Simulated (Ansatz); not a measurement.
# Pressure series in CrCuO2

Base system: CrCuO2 (space group R-3m, No. 166; a = 2.964 Å, c = 16.920 Å (hexagonal axes); ferromagnetic).

Cell and atoms are relaxed at each pressure.

Level of theory: PBEsol, PAW, 420 eV (Ansatz, an electronic-structure program; no spin-orbit coupling).

```json
[
 {"change": "base", "c/a ratio": "5.709", "band gap": "0.92 eV", "density": "5.71 g/cm³"},
 {"change": "pressure −2 GPa", "c/a ratio": "5.682", "band gap": "0.98 eV", "density": "5.64 g/cm³"},
 {"change": "pressure −1 GPa", "c/a ratio": "5.696", "band gap": "0.95 eV", "density": "5.68 g/cm³"},
 {"change": "pressure 0.9 GPa", "c/a ratio": "5.721", "band gap": "0.89 eV", "density": "5.74 g/cm³"},
 {"change": "pressure 2.1 GPa", "c/a ratio": "5.737", "band gap": "0.86 eV", "density": "5.78 g/cm³"},
 {"change": "pressure 4.5 GPa", "c/a ratio": "[?]", "band gap": "[?]", "density": "[?]"},
 {"change": "pressure 9 GPa", "c/a ratio": "5.823", "band gap": "0.67 eV", "density": "6.00 g/cm³"},
 {"change": "pressure 15 GPa", "c/a ratio": "5.893", "band gap": "0.51 eV", "density": "6.17 g/cm³"}
]
```

**Question.** Fill in the withheld entries from the trend.

**Answer.** 
- pressure 4.5 GPa, c/a ratio: 5.767
- pressure 4.5 GPa, band gap: 0.79 eV
- pressure 4.5 GPa, density: 5.86 g/cm³

Load acts through the strain it causes; cell and atoms are relaxed under it. Whether these cells are dynamically stable was not tested. No other phases were tried under pressure. No Hubbard U is applied and the magnetic state is the run's own (CrCuO2 ferromagnetic); small cells can't hold the antiferromagnetic order that many such compounds have, so gaps and moments can be off. Where the two band edges lie in opposite spin channels, the gap is a spin-flip gap.
